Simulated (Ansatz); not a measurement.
# A computed series for HfN: response to strain

Take HfN in the rock salt structure (space group Fm-3m, No. 225; a = 4.5018 Å; relaxed with 0.1 eV smearing) as the base. Axes: x, y, z lie along the cube axes.

Strains are applied to the cell and any free atomic positions relax; under biaxial strain the out-of-plane vector relaxes too.

Method: PBEsol (Ansatz, a program for electronic structure; PAW; 420 eV plane waves; without spin-orbit coupling).

Candidates:
(a) biaxial strain +2.50 %, plane normal [001], relaxed out of plane
(b) biaxial strain −2.00 %, plane normal [001], relaxed out of plane
(c) biaxial strain +3.00 %, plane normal [001], relaxed out of plane
(d) biaxial strain −1.00 %, plane normal [001], relaxed out of plane
(e) biaxial strain +1.50 %, plane normal [001], relaxed out of plane

Notes on the quantities. energy relative to the base: free energy F.

Problem. Order them by energy relative to the base, highest first.

Solution. (c) biaxial strain +3.00 %, plane normal [001], relaxed out of plane (+40 meV/atom), (a) biaxial strain +2.50 %, plane normal [001], relaxed out of plane (+28 meV/atom), (b) biaxial strain −2.00 %, plane normal [001], relaxed out of plane (+22 meV/atom), (e) biaxial strain +1.50 %, plane normal [001], relaxed out of plane (+11 meV/atom), (d) biaxial strain −1.00 %, plane normal [001], relaxed out of plane (+5.2 meV/atom)

No phonon test of stability was made. The final runs are not spin-polarised. An odd electron count without spin: HfN.
